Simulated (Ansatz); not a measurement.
Start from KTaO3 in the cubic perovskite structure (space group Pm-3m, No. 221; a = 3.985 Å). Axes: x, y, z lie along the cube axes.

All numbers come from DFT with PBEsol, PAW potentials and a 420 eV plane-wave cutoff in Ansatz (a first-principles code), spin-orbit coupling left out.

For the base:

The band gap comes out as 2.14 eV.

The change: the cell is stretched by 0.60 % along z with no lateral relaxation, atoms relaxed at fixed cell.

Question: What does the calculation give for the band gap after the change?

Answer: The band gap falls by 0.02 eV, from 2.14 eV to 2.12 eV.

Question: How does this affect the energy relative to the base?

Answer: The energy goes up by 0.6 meV/atom.

Spin-orbit coupling, missing from the scalar runs, can matter with Ta. The cells carry an imposed strain or load. Stability against distortions was not tested.
